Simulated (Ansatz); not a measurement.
Carrier properties of GeSe2 (I-42d)

Here is the system:

```
CELL_PARAMETERS angstrom
     -2.89549     2.89549     4.80192
      2.89549    -2.89549     4.80192
      2.89549     2.89549    -4.80192
ATOMIC_POSITIONS crystal
  Ge 0.75000 0.25000 0.50000
  Ge 0.00000 0.00000 0.00000
  Se 0.62445 0.62500 0.49945
  Se 0.37500 0.87445 0.99945
  Se 0.12555 0.12500 0.50055
  Se 0.87500 0.37555 0.00055
```

Level of theory: PBEsol, rigid bands (plane waves, PAW, scalar-relativistic; Ansatz, a first-principles code). Geometry: cell and atoms relaxed with PBEsol.

```
Quantity                                                                                                                                                          Result
---------------------------------------------------------------------------------------------------------------------------------------  -------------------------------
band gap                                                                                                                                                         1.35 eV
electron conductivity mass (300 K, dilute)                                                                                               0.67 (x), 0.67 (y), 0.51 (z) mₑ
effective density of states N_c (300 K)                                                                                                                      2.4e19 cm⁻³
density-of-states mass, electrons                                                                                                                                0.96 mₑ
Seebeck coefficient, n-type 1e19 cm⁻³, 300 K                                                                                                                   -292 μV/K
best n-type power factor at 300 K for τ = 10 fs (best axis; densities from 1e16 to 1e21 cm⁻³ tried, whether or not they can be reached)      7.3 μW/(cm·K²) at 1e20 cm⁻³
```

Rigid bands; masses and Seebeck coefficients take one relaxation time τ for all states and one kind of carrier; polarons and phonon drag are left out. Spin-orbit coupling is left out.

Computed structure, not matched to a measured one here, so possibly hypothetical: GeSe2 (I-42d).
